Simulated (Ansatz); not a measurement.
Base system: SnSe₂ in the CdI2 type structure (space group P-3m1, No. 164; a = 3.826 Å, c = 6.231 Å; layered, stacked along the Cartesian z axis). Axes: x lies along a and z along c of the hexagonal cell.

The values are results of r2SCAN+rVV10, PAW, 500 eV (Ansatz, a quantum-chemistry and plane-wave program; no spin-orbit coupling), not measurements.

Strains are applied to the cell and any free atomic positions relax; under biaxial strain the out-of-plane vector relaxes too.

One change was made to it. Results:

```tsv
quantity	base	after
band gap	0.94 eV	0.72 eV
smallest direct gap	1.49 eV	1.45 eV
```

Question: What was done to the base?
A. uniaxial strain ε_xx = +0.75 %
B. strain tensor (xx, yy, zz, yz, xz, xy) = (+0.36, −2.48, +1.02, +0.80, −0.50, −0.42) %
C. biaxial strain +1.16 %, plane normal [001], relaxed out of plane

Answer: B, strain tensor (xx, yy, zz, yz, xz, xy) = (+0.36, −2.48, +1.02, +0.80, −0.50, −0.42) %. For comparison, the band gap in the other runs: biaxial strain +1.16 %, plane normal [001], relaxed out of plane gives 0.85 eV; uniaxial strain ε_xx = +0.75 % gives 0.89 eV.

No phonon test of stability was made.
